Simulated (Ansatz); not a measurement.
Output of an Ansatz run (abridged):

```
WARN ansatz: RAYON_NUM_THREADS=1 ignored (pool sized by the plan → 1); use --threads N
basis.fft_grid_basis auto: the FFT boxes are laid along the combinations [[1, 0, -1], [0, 1, -1], [0, 0, 1]] of the cell's own vectors, 2.828, 2.828 and 5.714 …
Pseudopotentials: kind: paw
Pseudopotential: Pd, paw, valence charge 18
Pseudopotential: S, paw, valence charge 6
Crystal: 3 atoms, lattice volume = 37.933 Å³
Basis set: ecut = 420 eV, 745 PW (Γ), FFT grids on a1−a3, a2−a3, a3, exchange–correlation on 40×40×80 points (8 copies of the dense FFT grid, shifted against one another)
Bands: 19, of which v1, the nominal top of the filled ones, is band 15 counted from 1 (14 counted from 0)
Symmetry: 6 space group operations
Space group: R3m (ITA 160), of the structure as read, at distance tolerance 3.4e-5 Å
k-points: 231 of 2197 (time reversal used)
Initial density: superposition of atomic densities (neutral atoms: chi_scale 0, normalization atom), corrected by the library's trained network
Initial wavefunctions: pseudopotential atomic-orbital guess
Eigensolver: davidson
Functional: x = pbe(κ = 0.804, μ = 0.2195149727645171), c = pbe(β = 0.06672455060314922)
SCF iter   1: F=—  HF=-8771.915121 eV  |F-HF|=—  |Δ(HF+E_count)|=         —  Δρ=9.32e-3  dr2=1.78e-2  ethr=1.77e-3  ⟨swp⟩=5.1  Hψ=22588  notcnv=0
all-band conjugate gradients solve this SCF's bands
preconditioner: auto → Kerker (q_TF=auto, 2.624 Å⁻¹)
SCF iter   2: F=—  HF=-8771.909521 eV  |F-HF|=—  |Δ(HF+E_count)|=   5.60e-3  S|Δr|=    0.00e0  Δρ=4.69e-3  dr2=5.55e-3  ethr=5.93e-5  ⟨swp⟩=2.1  Hψ=8846  notcnv=0
SCF iter   3: F=—  HF=-8771.909396 eV  |F-HF|=—  |Δ(HF+E_count)|=   1.25e-4  S|Δr|=    0.00e0  Δρ=1.59e-3  dr2=8.46e-4  ethr=1.85e-5  ⟨swp⟩=2.8  Hψ=7343  notcnv=0
SCF iter   4: F=—  HF=-8771.909306 eV  |F-HF|=—  |Δ(HF+E_count)|=   9.03e-5  S|Δr|=    0.00e0  Δρ=4.67e-4  dr2=1.20e-4  ethr=2.82e-6  ⟨swp⟩=2.3  Hψ=6937  notcnv=0
SCF iter   5: F=—  HF=-8771.909313 eV  |F-HF|=—  |Δ(HF+E_count)|=   6.93e-6  S|Δr|=    0.00e0  Δρ=1.40e-4  dr2=9.77e-6  ethr=4.00e-7  ⟨swp⟩=2.2  Hψ=5968  notcnv=0
SCF iter   6: F=—  HF=-8771.909294 eV  |F-HF|=—  |Δ(HF+E_count)|=   1.91e-5  S|Δr|=    0.00e0  Δρ=3.80e-5  dr2=1.28e-6  ethr=3.26e-8  ⟨swp⟩=2.5  Hψ=6836  notcnv=0
SCF iter   7: F=—  HF=-8771.909294 eV  |F-HF|=—  |Δ(HF+E_count)|=   5.67e-8  S|Δr|=    0.00e0  Δρ=1.26e-5  dr2=1.21e-7  ethr=4.27e-9  ⟨swp⟩=2.2  Hψ=5868  notcnv=0
SCF iter   8: F=-8771.909294 eV  HF=-8771.909294 eV  |F-HF|=9.22e-9  |Δ(HF+E_count)|=   1.00e-8  S|Δr|=    0.00e0  Δρ=4.63e-6  dr2=1.47e-8  ethr=3.33e-10  ⟨swp⟩=5.6  Hψ=17011  notcnv=0
SCF 1 converged in 8 iterations: F = -8771.909294 eV  dr2 = 1.47e-8
SCF converged after 8 iterations
Stability not checked (fill_not_monotonic)
Free energy (F): -8771.909294 eV
Harris-Foulkes:  -8771.909294 eV  (|F-HF|=9.22e-9)
Internal energy: -8771.912487 eV  (E = F + TS)
E sigma→0 (E₀):  -8771.910359 eV
Entropy (-TS):   0.003193 eV (1.064 meV/atom)
Fermi energy:    17.524399 eV
--- Per-component energies (eV) ---
  E_band       = -129.656090
  E_kinetic    = 756.397961
  E_local      = -3419.550190  (includes V_loc(G=0)·N_el)
  E_nonlocal   = 277.279395
  E_hartree    = 1498.812156
  E_xc         = -373.088790
  E_vxc        = -400.408249  (∫ρ·V_xc dr)
  E_paw        = -4952.367121  (= ΣΔE_a)
  E_vpaw       = -341.004881  (= ΣTr[D̂ρ^β])
  E_aug_tail   = 0.000215  (compensation charges beyond the density's cutoff)
  E_ewald      = -2559.396113
  E_smearing   = 0.003193  (= −TS)
  E_closure    = -0.000000  (closes the sum)
  Σ components = -8771.909294   (vs F -8771.909294, Δ=0.00e0)
--- Forces (eV/Å), atoms counted from 1 ---
  atom   1  Pd     0.00000000    -0.00000000     0.10567573
  atom   2  S      0.00000000    -0.00000024     7.73307895
  atom   3  S     -0.00000000     0.00000024    -7.83872420
  max |Σ_I F_I| component: 3.05e-5 eV/Å
--- Stress (GPa, compression-positive) ---
      104.150198       0.000000      -0.000000
        0.000000     104.150198      -0.000000
        0.000000      -0.000000     107.775558
  P = ⅓ Tr σ = 105.3587 GPa (1053.587 kbar)
  The stress holds the Pulay correction. Without it, at fixed plane waves, as pw.x and ABINIT print it: P = 105.2751 GPa
--- Band table (eV; the first three rows and the last of 231) ---
  k-point 0: bands = ["-69.7342", "-35.8236", "-35.3437", "-35.3437", "-0.9663", "1.8155", "6.9034", "10.1135", "10.1135", "11.0921", "11.0921", "12.1609", "15.8709", "18.9694", "18.9694", "19.6840", "19.6840", "24.0772", "26.0355"]
  k-point 1: bands = ["-69.7326", "-35.8209", "-35.3601", "-35.3476", "-0.8335", "1.8615", "7.0274", "9.9978", "10.2392", "10.9550", "10.9969", "12.1885", "16.0140", "18.5456", "19.0089", "19.1026", "19.4501", "24.4428", "26.0508"]
  k-point 2: bands = ["-69.7281", "-35.8134", "-35.4054", "-35.3584", "-0.4468", "1.9950", "7.3407", "9.7515", "10.6057", "10.6119", "10.7474", "12.2533", "16.0448", "17.7664", "18.0015", "18.8013", "19.1605", "24.9462", "26.1432"]
  k-point 230: bands = ["-69.7326", "-35.8209", "-35.3601", "-35.3476", "-0.4120", "1.0013", "8.1617", "9.9971", "10.2340", "10.6225", "11.0061", "12.4422", "14.6999", "18.7504", "18.9444", "19.1087", "19.3251", "24.4154", "26.7107"]
```

The structure:

```xyz
3
Lattice="1.4142 0.8165 5.4755 -1.4142 0.8165 5.4755 0.0000 -1.6329 5.4755" Properties=species:S:1:pos:R:3 pbc="T T T"
Pd     0.0000     0.0000     0.0000
S      0.0000     0.0000    12.3576
S      0.0000     0.0000     9.5438
```

**Question.** Reconstruct the input of this run.

**Answer.** Other spellings and defaults could give the same log, and not every line can be read from it. The input that was run (DFT, PBE, plane waves, default PAW files):

Ansatz 0.2 input:
```yaml
crystal:
  lattice:
    - [1.414175, 0.816474, 5.475474]
    - [-1.414175, 0.816474, 5.475474]
    - [0.000000, -1.632949, 5.475474]
  atoms:
    - { symbol: Pd, position: [0.000000, 0.000000, 0.000000] }
    - { symbol: S, position: [0.752300, 0.752300, 0.752300] }
    - { symbol: S, position: [0.581000, 0.581000, 0.581000] }
basis:
  ecutwfc: 420.0
kpoints:
  mp_grid: { grid: [13, 13, 13] }
hamiltonian:
  xc: pbe
  pseudopotentials: { kind: paw }
scf:
  occupations: { method: cold, width: 0.2 }
output:
  forces: true
  eigenvalues: true
  stress: true
```

The starting cell was generated: these elements placed on a structure prototype, without a prior relaxation; it need not be a known phase or ordering of this composition. Its lattice was rescaled by a random factor within 2.5 % of one. Spin polarisation is off. With a pressure of about 105 GPa the cell is away from its equilibrium volume at this level. Forces in this geometry exceed 1 eV/Å. Ansatz's pressure includes its estimate of the finite-basis (Pulay) stress.

Ansatz is a program for electronic structure.
